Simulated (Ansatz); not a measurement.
# Effect of uniaxial strain ε_zz = +1.50 % on ZnS

Start from ZnS in the zinc blende structure (space group F-43m, No. 216; a = 5.3891 Å). Axes: x, y, z lie along the cube axes.

One thing is altered: uniaxial strain ε_zz = +1.50 %, all other strain components held at zero; the atoms relax in the strained cell.

Method: Kohn–Sham DFT with the r2SCAN functional, run in Ansatz (a first-principles code) with PAW and 500 eV plane waves, no spin-orbit coupling. k-mesh 11×11×11 (Γ-centred); smearing 0.05 eV (Fermi–Dirac).

```csv
quantity,base,changed,shift
volume per atom,19.56 Å³,19.86 Å³,+0.293 Å³
space group,F-43m (No. 216),I-4m2 (No. 119),–
shortest interatomic distance,2.334 Å,2.345 Å,+0.0117 Å
energy relative to the base (free energy F),0 meV/atom,+1.5 meV/atom,+1.5 meV/atom
"pressure (mean of the normal stresses, compression positive)",0.00 GPa,-1.14 GPa,-1.14 GPa
band gap,2.70 eV,2.62 eV,-0.088 eV
gap character,direct at Γ,direct at Γ,–
electron mass,0.19 mₑ (at Γ),0.19 mₑ (at Γ),–
"valence-band top at Γ (three highest levels, from the VBM)","0.00, 0.00, 0.00 eV","0.00, 0.00, -0.06 eV",–
"valley order (the lowest conduction-band minima on the path, energy above the VBM, named in the base's zone)",Γ 2.70 eV; X along ⟨100⟩ 3.71 eV; L along ⟨111⟩ 3.82 eV,Γ 2.62 eV; X along [010] 3.69 eV; L along [111] 3.77 eV; X along [001] 3.77 eV,–
"stress (xx, yy, zz, yz, xz, xy; compression positive)",–,"(-0.92, -0.92, -1.59, 0.00, 0.00, 0.00) GPa",–
```

Masses are band curvatures over ±0.01 Å⁻¹ around the edge. Stability against distortions was not tested. k-point labels follow each cell's own Brillouin zone.
